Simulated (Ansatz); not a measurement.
The reference is GaP in the zinc blende structure (space group F-43m, No. 216; a = 5.452 Å).

Levels (all Ansatz, a first-principles code, PAW, earlier PAW set): r2SCAN (500 eV, spin-orbit coupling left out); HSE06+SOC (420 eV, with spin-orbit coupling).

The geometry is relaxed with r2SCAN.

* **r2SCAN lowest conduction level above the VBM at special points**: X 1.91 eV; L 2.04 eV; Γ 2.36 eV
* **r2SCAN valence-band top at Γ**: 0.00, 0.00, 0.00 eV

Question: Predict the lowest conduction level above the VBM at special points and valence-band top at Γ from HSE06+SOC.

Answer: The lowest conduction level above the VBM at special points goes from X 1.91 eV; L 2.04 eV; Γ 2.36 eV to X 2.26 eV; L 2.47 eV; Γ 2.75 eV; the valence-band top at Γ (three highest Kramers pairs, from the VBM) changes from 0.00, 0.00, 0.00 eV to 0.00, 0.00, -0.10 eV. The threefold valence maximum splits by Δso ≈ 0.10 eV.

Single points use the geometry relaxed with r2SCAN. HSE06 gaps are upper bounds (no full band path). The spin-orbit shifts are approximate. Stability against distortions was not tested.
